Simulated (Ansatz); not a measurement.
Given:

Host crystal: anatase TiO2, with a band gap (PBE, scalar-relativistic without spin-orbit coupling).

End structure of Au on the 1x1 (101) surface of anatase TiO2 (cut with top plane O), one in a 2x1 cell, started at the site 'over Ti at depth 1.4 Å':

```yaml
crystal:
  lattice:
    - [7.59752, 0.00000, 0.00000]
    - [1.89938, 5.20899, 0.00000]
    - [0.00000, 0.00000, 28.50000]
  atoms:
    - { symbol: O, position: [0.14089, 0.43645, 0.33526] }
    - { symbol: O, position: [0.64089, 0.43645, 0.33526] }
    - { symbol: Ti, position: [0.06428, 0.74287, 0.36727] }
    - { symbol: Ti, position: [0.56428, 0.74287, 0.36727] }
    - { symbol: O, position: [0.28898, 0.84409, 0.35911] }
    - { symbol: O, position: [0.78898, 0.84409, 0.35911] }
    - { symbol: O, position: [0.46828, 0.12690, 0.38395] }
    - { symbol: O, position: [0.96828, 0.12690, 0.38395] }
    - { symbol: Ti, position: [0.19890, 0.20438, 0.38398] }
    - { symbol: Ti, position: [0.69890, 0.20438, 0.38398] }
    - { symbol: O, position: [0.11103, 0.55589, 0.41952] }
    - { symbol: O, position: [0.61103, 0.55589, 0.41952] }
    - { symbol: O, position: [0.21927, 0.12291, 0.45736] }
    - { symbol: O, position: [0.71927, 0.12291, 0.45736] }
    - { symbol: Ti, position: [0.13482, 0.45965, 0.48949] }
    - { symbol: Ti, position: [0.63549, 0.45902, 0.48967] }
    - { symbol: O, position: [0.36505, 0.53958, 0.49126] }
    - { symbol: O, position: [0.86523, 0.53935, 0.49126] }
    - { symbol: O, position: [0.04247, 0.83012, 0.50872] }
    - { symbol: O, position: [0.54245, 0.83023, 0.50874] }
    - { symbol: Ti, position: [0.27276, 0.90935, 0.51017] }
    - { symbol: Ti, position: [0.77224, 0.91077, 0.51028] }
    - { symbol: O, position: [0.18805, 0.24734, 0.54271] }
    - { symbol: O, position: [0.68838, 0.24701, 0.54265] }
    - { symbol: O, position: [0.29671, 0.81371, 0.58065] }
    - { symbol: O, position: [0.79626, 0.81443, 0.58050] }
    - { symbol: Ti, position: [0.20695, 0.16932, 0.61433] }
    - { symbol: Ti, position: [0.70900, 0.16612, 0.61581] }
    - { symbol: O, position: [0.43877, 0.24466, 0.61601] }
    - { symbol: O, position: [0.93949, 0.24243, 0.61617] }
    - { symbol: O, position: [0.11788, 0.52792, 0.64026] }
    - { symbol: O, position: [0.61859, 0.52648, 0.64056] }
    - { symbol: Ti, position: [0.34405, 0.62405, 0.63276] }
    - { symbol: Ti, position: [0.84282, 0.62850, 0.63291] }
    - { symbol: O, position: [0.26666, 0.93502, 0.66568] }
    - { symbol: O, position: [0.76600, 0.93473, 0.66469] }
    - { symbol: Au, position: [0.27613, 0.89487, 0.74139] }
```

Model: 37-atom slab, 9.4 Å thick at the start under the adsorbate (thin: gaps and levels are the slab's own), 3x4x1 mesh, Fermi-Dirac 0.01 eV, dipole correction, 14 atoms held, the rest relaxed; no symmetry held; spin-polarised, ending with about 1.0 μB a cell, a value that depends on the mesh; orders that need a larger cell were not tried, no spin-orbit, no U, no dispersion correction. The slab shows no gap over 0.04 eV on its mesh. At the end it is bonded to O + Ti. In PBE this state lies 0.09 eV over the lowest of the starts that converged ('hollow O-O-O over O at depth 4.4 Å').

A negative adsorption energy means that the adsorbate is more stable on the surface than in its reference.

Problem. What is the computed change of the step from the bottom to the top vacuum level, against the clean slab (PBE in Ansatz, a quantum-chemistry and plane-wave program)?

Solution. 0.35 eV

Problem. What is the computed adsorption energy against an atom of fcc Au (PBE)?

Solution. 2.79 eV
